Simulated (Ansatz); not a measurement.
The parent structure is SnTe in the rock salt structure (space group Fm-3m, No. 225).

```xyz
2
Lattice="0.0000 3.1848 3.1848 3.1848 0.0000 3.1848 3.1848 3.1848 0.0000" Properties=species:S:1:pos:R:3 pbc="T T T"
Sn     0.0000     0.0000     0.0000
Te     3.1848     3.1848     3.1848
```

Cartesian axes are those of the cell as printed.

The values are results of Ansatz (a first-principles code), r2SCAN, PAW, cutoff 500 eV, scalar-relativistic without spin-orbit coupling, not measurements.

Strains are applied to the cell and any free atomic positions relax.

One change was made to it. Results:

```csv
quantity,base,after
energy relative to the base (free energy F),0 meV/atom,+10 meV/atom
band gap,0.13 eV,0.15 eV
```

### Question
Name the change that was made.
A) uniaxial strain ε_zz = +0.50 %
B) uniaxial strain ε_zz = +1.00 %
C) uniaxial strain ε_zz = +3.00 %
D) uniaxial strain ε_zz = +2.50 %

### Answer
C, uniaxial strain ε_zz = +3.00 %. For comparison, the energy relative to the base in the other runs: uniaxial strain ε_zz = +1.00 % gives +1.2 meV/atom; uniaxial strain ε_zz = +2.50 % gives +7.2 meV/atom; uniaxial strain ε_zz = +0.50 % gives +0.3 meV/atom.

With Te present, leaving out spin-orbit coupling can change the band edges. Whether these cells are dynamically stable was not tested. A zero or small gap of SnTe can be the functional's error rather than a property of the material.
